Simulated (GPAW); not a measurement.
GPAW run on Hg (P1, 3 atoms in the cell): self-consistent single point.

Method of the run: PBEsol, GPAW PAW datasets PBEsol (made by gpaw-setup) (plane waves; GPAW).

```xyz
3
Lattice="5.4667 0.0000 0.0000 -2.7334 4.7343 0.0000 0.0000 0.0000 3.1852" Properties=species:S:1:pos:R:3 pbc="T T T"
Hg    -0.1446     3.1197     1.5381
Hg     2.7757     1.6128     1.5845
Hg     0.1022     0.0018     0.0626
```

Reference input (self-consistent single point, DFT LDA (Perdew-Wang 92), plane waves, GPAW PAW datasets LDA (gpaw-data 1.0.1)): mode = pw; ecut = 550 eV; xc = LDA; kpts = 5 5 7; mesh shift (steps) = 0 0 0; occupations.name = fermi-dirac; occupations.width = 0.1 eV; nbands = -11; symmetry.symmorphic = false; symmetry.tolerance = 0.0005; maxiter = 120. This run's input differs from it in these lines:

```diff
@@ -14,3 +14,3 @@
 calc = GPAW(mode={'name': 'pw', 'ecut': 550},
-            xc='LDA',
+            xc='PBEsol',
             kpts=(5, 5, 7),
```

Its files differ too (potentials: GPAW PAW datasets PBEsol (made by gpaw-setup)).

The program printed (abridged):

```
     iter     time        total  log10-change:
                         energy   eigst   dens
iter:   1 --:--:--    -3.696957
iter:   2 --:--:--    -3.715934   -1.11  -1.69
iter:   3 --:--:--    -3.773271   -2.03  -1.72
iter:   4 --:--:--    -3.814240   -2.75  -2.18
iter:   5 --:--:--    -3.785300   -2.69  -2.19
iter:   6 --:--:--    -3.773181   -3.57  -2.56
iter:   7 --:--:--    -3.773459c  -4.29  -2.99
iter:   8 --:--:--    -3.773611c  -4.70  -3.12
iter:   9 --:--:--    -3.774053c  -4.51  -3.16
iter:  10 --:--:--    -3.774082c  -4.55  -3.27
iter:  11 --:--:--    -3.774080c  -5.91  -4.07c
iter:  12 --:--:--    -3.774088c  -6.34  -4.12c
iter:  13 --:--:--    -3.774076c  -6.81  -4.19c
iter:  14 --:--:--    -3.774077c  -7.03  -4.44c
iter:  15 --:--:--    -3.774077c  -7.03  -4.55c
iter:  16 --:--:--    -3.774076c  -8.23c -4.66c
Converged after 16 iterations.

Dipole moment: (-3.073297, -0.055316, -1.314074) |e|*Ang

Energy contributions relative to reference atoms: (reference = -1599030.865674)

Kinetic:        +47.899045
Potential:      -37.101233
External:        +0.000000
XC:              -8.143833
Entropy (-ST):   -0.015555
Local:           -6.420278
SIC:             +0.000000
--------------------------
Free energy:     -3.781853
Extrapolated:    -3.774076

Showing only first 2 kpts
 Kpt  Band  Eigenvalues  Occupancy
  0    25      3.97139    1.99997
  0    26      4.29575    1.99917
  0    27      6.57288    0.00000
  0    28      6.70545    0.00000

  1    25      4.11846    1.99986
  1    26      4.50748    1.99313
  1    27      6.95470    0.00000
  1    28      7.12878    0.00000

Fermi level: 5.07448

No gap
No difference between direct/indirect transitions
Energy (eV): -3.774076

Forces in eV/Ang:
  0 Hg    0.29182    0.09969    0.00023
  1 Hg   -0.22255   -0.13317    0.00038
  2 Hg   -0.07019    0.03361   -0.00042

Stress tensor:
     0.012628    -0.003006    -0.000067
    -0.003006     0.015801     0.000147
    -0.000067     0.000147     0.016482
Stress (GPa, Voigt): [ 2.0232  2.5316  2.6407  0.0236 -0.0107 -0.4817]
```

The run converged in 16 iterations. GPAW prints stress with tension positive. Against the reference run the pressure goes from -4.32 to -2.40 GPa and the largest force goes from 0.244 to 0.308 eV/Å.

The starting cell comes from a database of computed structures (which also holds hypothetical and non-ambient phases and stackings), without a prior relaxation at this level. Its atoms were displaced at random from the sites of space group no. 191.

Cost on one core of a shared machine: roughly 70 s.
